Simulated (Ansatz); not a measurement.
# BP, pressure series

Consider BP in the zinc blende structure (space group F-43m, No. 216; a = 4.5485 Å).

Cell and atoms are relaxed at each pressure.

All numbers come from PBE/PAW in Ansatz (a program for electronic structure), scalar-relativistic without spin-orbit coupling.

Candidates:
(a) pressure 18 GPa
(b) pressure 1.8 GPa
(c) pressure 4.2 GPa

Base values:

- Band gap = 1.25 eV

Task: Order them by band gap, highest first.

Result: (b) pressure 1.8 GPa (1.23 eV), (c) pressure 4.2 GPa (1.21 eV), (a) pressure 18 GPa (1.11 eV)

Load acts through the strain it causes; cell and atoms are relaxed under it. Whether these cells are dynamically stable was not tested. Competing high-pressure phases were not computed.
